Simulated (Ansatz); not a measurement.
Functionals compared on OH on the 1x1 (110) surface of 3C silicon carbide (cut with top plane C + Si), one in a 2x2 cell, started at the site 'bridge C-Si (span 3.9 Å)', in Ansatz (plane waves, PAW). The structure was relaxed with PBE; the other rows are single points on it, each with its references at the same level. Cutoff 420 eV (500 eV for r2SCAN).

Host crystal: 3C silicon carbide, with a band gap (PBE, scalar-relativistic without spin-orbit coupling).

Slab: 50 atoms, 7.7 Å thick at the start under the adsorbate (thin: gaps and levels are the slab's own); k 3x3x1, smearing 0.01 eV, dipole-corrected; 24 atoms held, the rest relaxed; no symmetry held; spin-polarised, ending with about 1.0 μB a cell; orders that need a larger cell were not tried, no spin-orbit, no U, no dispersion correction. At the end it is bonded to Si. In PBE it is, or lies within 0.03 eV of, the lowest of the starts that converged. These notes are the PBE run's. r2SCAN: The program's check for a lower electronic state was not made. Adsorption energies are against H2O(g) − ½ H2(g). A negative adsorption energy means that the adsorbate is more stable on the surface than in its reference.

```csv
functional,adsorption energy (eV),magnetic moment of the cell (μB),rough cost of the single point
PBE,-1.07,1.00,–
RPBE,-0.94,1.00,about 7 core-minutes (a rough figure)
r2SCAN,-1.42,1.00,about 11 core-minutes (a rough figure)
```

Ansatz is a program for electronic structure.
